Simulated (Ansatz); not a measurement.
**Hf: energy against strain**

Hf (hcp, P6_3/mmc, 22.363 Å³/atom at rest, c along z) under an equal strain ε in the (0001) plane with the normal axis free, as in a coherent film. r2SCAN in Ansatz, a plane-wave DFT program (PAW, default set), 500 eV, 21×21×12 Γ-centred mesh, Fermi-Dirac smearing 0.10 eV; ions are relaxed within the symmetry of each cell.

Here s stands for strain and y for E less E0.

| strain (%) | E less E0 (meV/atom) |
|---|---|
| -1.50 | 7.24 |
| -1.00 | 3.20 |
| -0.50 | 0.80 |
| 0.00 | 0.00 |
| 0.50 | 0.76 |
| 1.00 | 3.03 |
| 1.50 | 6.77 |
| 3.00 | ? |

Using a parabola, estimate the missing y at s = 3.00 from the other rows, showing the fit.

Least squares gives y = 0.001 - 0.1279·s + 3.1129·s². Residuals (row less fit): 0.043, -0.042, -0.043, -0.001, 0.045, 0.044, -0.043; standard error 0.053 (degrees of freedom: 4). Twice the quadratic coefficient over the volume, 2 × 3.1129 meV × 10⁴ × 0.1602 / 22.363 Å³, is twice the biaxial elastic modulus of this plane = 446 ± 3 GPa. At the withheld row, y = 0.001 - 0.1279 × 3.0 + 3.1129 × 3.0² = 27.633 meV/atom. The calculation gives 26.31 meV/atom, 1.323 meV/atom below the prediction (5.0 % of the range of y in the table). The row lies outside the fitted rows, so this is an extrapolation. From the scatter of the fitted rows alone, a prediction at this place has a standard error of 0.203 meV/atom, so the miss is 6.5 times that.

One order more, fitted to all 13 runs of the series, follows each within 0.02, so the miss is the next term of a smooth law. In a metal these values are sensitive to mesh and smearing; energies are taken to zero smearing, stresses follow the free energy. Rows are the converged runs of the series near zero and its far end; series whose fitted rows scatter by over a few per cent of the range, as at a crossing or softening among them, aren't shown in this form. Most that stay on the fit to the last digits aren't either.
